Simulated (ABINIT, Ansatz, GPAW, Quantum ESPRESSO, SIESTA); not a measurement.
# CoNiGe (P6_3/mmc, 6 atoms in the cell) computed with different codes at matched settings

Self-consistent single point.

```
CELL_PARAMETERS angstrom
      3.99412     0.00000     0.00000
     -1.99706     3.45901     0.00000
      0.00000     0.00000     5.08234
ATOMIC_POSITIONS crystal
  Co 0.00000 0.00000 0.50000
  Co 0.00000 0.00000 0.00000
  Ni 0.33333 0.66667 0.75000
  Ni 0.66667 0.33333 0.25000
  Ge 0.33333 0.66667 0.25000
  Ge 0.66667 0.33333 0.75000
```

All programs got the same cell, k-point mesh and kind of occupations (in Ansatz's words: kpoints.mp_grid.grid = 9 9 6; scf.occupations.method = fermi_dirac; scf.occupations.width = 0.0073 Ry); potentials, basis and cutoffs are each program's usual ones.

```
code                                                                                                                                      model  pressure (GPa)  k-points       cutoff
----------------  -----------------------------------------------------------------------------------------------------------------------------  --------------  --------  -----------
SIESTA            GGA PBEsol, numerical atomic orbitals DZP, PseudoDojo PBEsol standard norm-conserving potentials (rewritten from UPF to PSML)           -6.21       248  grid 400 Ry
Quantum ESPRESSO                                                                                   PBEsol, PSlibrary PAW (PBE) pseudopotentials           -6.55        48        50 Ry
ABINIT                                                                                       PBEsol, PAW (JTH v2.0 PBE PAW, files made for PBE)          -11.29        48        30 Ha
Ansatz                                                                                                          PBEsol, PAW files made with PBE           -8.00        48      default
GPAW                                                                                      PBEsol, GPAW PAW datasets PBEsol (made by gpaw-setup)           -6.59        48       800 eV
```

The spread over the programs that give each value: pressure within 5.08 GPa.

The starting cell comes from a database of computed structures (which also holds hypothetical and non-ambient phases and stackings), without a prior relaxation at this level. On Ansatz's run: Spin polarisation is off. In the base run, with a pressure of about -8 GPa the cell is away from its equilibrium volume at this level.

Task: Why do the programs differ, and what cannot be compared?

Result: Differences of this kind can come from the potentials, where these differ, and from what each basis and cutoff leave unconverged. The valence holds different numbers of electrons (SIESTA 98, Quantum ESPRESSO 46, ABINIT 98, Ansatz (a quantum-chemistry and plane-wave program) 98, GPAW 58). The zero of total energies and Fermi levels follows the potentials and each program's conventions, so they are not compared here. SIESTA uses small atom-centred bases, whose incompleteness enters pressures, forces and empty levels differently from a plane-wave cutoff. Ansatz's pressure is given at a fixed set of plane waves, as the other plane-wave codes print theirs; with its correction for the finite basis it is -7.90 GPa. Ansatz's smearing width was typed in Ry to four decimals, so it matches the others to a few per cent. The programs reduce the same mesh by symmetry to different extents, which changes the work and not the result. In the pressure, SIESTA (by 1.09) and ABINIT (by 4.00) lie more than 1 GPa from the median of the plane-wave programs.

Left out of this page: Elk (not drawn, or without a comparable value); FLEUR (with a known weakness of the program).

Keys are those of Ansatz 0.2.
